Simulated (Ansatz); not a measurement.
Bond-angle distributions (per cent of the angles at each element, bins of 10°) of a relaxed model of amorphous Hf14O34La4 at 8.44 g/cm³. The numbers are results of PBE, scalar-relativistic without spin-orbit coupling (plane waves to 420 eV, PAW; Ansatz, a quantum-chemistry and plane-wave program), not measurements.

It comes from a melt-quench run on a machine-learned potential (CHGNet), relaxed afterwards by DFT. O atoms were pushed apart under 1.9 Å during the dynamics, to hinder bonds among them. The hot cell started wider than the set density and was brought back towards it in steps. It is the lowest in DFT energy of 2 quenches. It is a model cell: composition and starting density were chosen by hand, and all elements were melted together. No dispersion term was used. Its density started from a set value of 8.41 and ended at 8.44 g/cm³. The quench (nominally 450 K/ps over its main leg) was far faster than any real one, so the model tends to hold more defects than a real film. Values belong to this one cell and scatter from quench to quench. The volume was free in the relaxation, at fixed shape. Stress components on the final sampling reach 2.8 GPa.

Neighbours within Hf-Hf 3.34 Å, Hf-O 2.92 Å, Hf-La 3.65 Å, O-O 1.58 Å, O-La 3.00 Å, La-La 3.96 Å count as bonded. Two cations that share two anions don't count as bonded, nor two that share one unless they lie closer than Hf-Hf 3.25 Å, Hf-La 3.55 Å, La-La 3.85 Å.

```
angle (°)  at Hf  at O  at La
---------  -----  ----  -----
50-60          0     0      4
60-70          9     0     20
70-80         20     1     14
80-90         19     5      7
90-100        11    23      6
100-110        7    32      7
110-120        4    13     13
120-130        8    12     12
130-140        6     5      9
140-150        7     5      4
150-160        6     2      2
160-170        2     1      2
170-180        2     1      0
```

They go with these counts of neighbours within the cut-offs, cation contacts included: Hf mean 6.5, most often 6; O mean 3.5, most often 4; La mean 7.0, most often 7.
